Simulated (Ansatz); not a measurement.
Consider the energy of the reaction as written. Reaction: 2 cell B → cell A. A negative value means that the right-hand side lies lower.

Cell A: a sheet of composition Re2, 2 atoms, hexagonal cell of 2.72 Å (6.4 Å²), symmetry P-3m1, 2.1 Å thick under 15 Å of vacuum, in-plane vectors relaxed; planes from bottom to top: Re × 2; a model cell; spin state with PBE: no moments, k-point mesh 18×18×1.
```
CELL_PARAMETERS angstrom
      2.72452     0.00000     0.00000
     -1.36226     2.35950     0.00000
      0.00000     0.00000    16.86620
ATOMIC_POSITIONS crystal
  Re 0.33333 0.66667 0.56172
  Re 0.66667 0.33333 0.43828
```

Cell B: a sheet of composition Re, 1 atom, hexagonal cell of 2.58 Å (5.7 Å²), symmetry P6/mmm, 0.0 Å thick under 16 Å of vacuum, in-plane vectors relaxed; planes from bottom to top: Re; a model cell; spin state with PBE: no moments, k-point mesh 30×30×1.
```yaml
crystal:
  lattice:
    - [2.57557, 0.00000, 0.00000]
    - [-1.28779, 2.23051, 0.00000]
    - [0.00000, 0.00000, 16.00000]
  atoms:
    - { symbol: Re, position: [0.00000, 0.00000, 0.50000] }
```

Computed with Ansatz (plane waves, PAW), its default PAW set, cutoff 420 eV. The structures are at rest with PBE. Neutral cells; Fermi-Dirac smearing of at most 0.10 eV in the solids, energies taken to zero width. A dispersion term (D3(BJ), or D4 for r2SCAN) was computed beside these levels and is taken off wherever the name lacks it. Static lattices, no vibrational contributions. Spin-orbit coupling is left out. Cell A has symmetry P-3m1 and got no random move, so less symmetric positions, which may lie lower, weren't tried. Cell B has symmetry P6/mmm and got no random move, so less symmetric positions, which may lie lower, weren't tried.

Give the value at the level PBE.

-2.86 eV, for 2 cell B → cell A.

Ansatz is a program for electronic structure.
